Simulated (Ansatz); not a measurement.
Cl on the 1x1 (100) surface of monoclinic HfO2 (cut with top plane 2 O), one in a 1x1 cell, started at the site 'bridge O-O (span 5.3 Å)'

Host crystal: monoclinic HfO2, with a band gap (PBE, scalar-relativistic without spin-orbit coupling).

Level of theory: PBE (plane waves to 420 eV, PAW; Ansatz, a quantum-chemistry and plane-wave program).

Set-up: 25 atoms, 9.3 Å thick at the start under the adsorbate (thin: gaps and levels are the slab's own); mesh 4x4x1; 0.01 eV smearing; dipole correction on; 12 atoms held, the rest relaxed; no symmetry held; spin-polarised, ending with about 1.0 μB a cell; orders that need a larger cell were not tried, no spin-orbit, no U, no dispersion correction. At the end it is bonded to Hf. In PBE it is, or lies within 0.03 eV of, the lowest of the starts that converged.

```json
{
 "adsorption energy against ½ Cl2(g)": "-0.014 eV",
 "gap_of_the_slab_on_its_k_mesh": "0.45 eV",
 "highest_filled_level_below_the_top_vacuum_level": "7.57 eV",
 "change_of_the_step_from_the_bottom_to_the_top_vacuum_level_against_the_clean_slab": "0.34 eV",
 "energy_released_by_relaxation": "0.45 eV",
 "height of the binding atom over the mean of the host atoms within 0.3 Å of the top one": "0.989 Å",
 "magnetic_moment_of_the_cell": "1.00 μB",
 "nearest_host_atoms_of_the_binding_atom": "O at 2.42 Å, Hf at 2.58 Å, O at 3.10 Å",
 "largest_move_of_a_host_atom": "0.18 Å",
 "caution": "the clean host was not checked against rearrangement in a larger or rattled cell",
 "cost": "around 40 core-minutes (rough)"
}
```

A negative adsorption energy means that the adsorbate is more stable on the surface than in its reference.
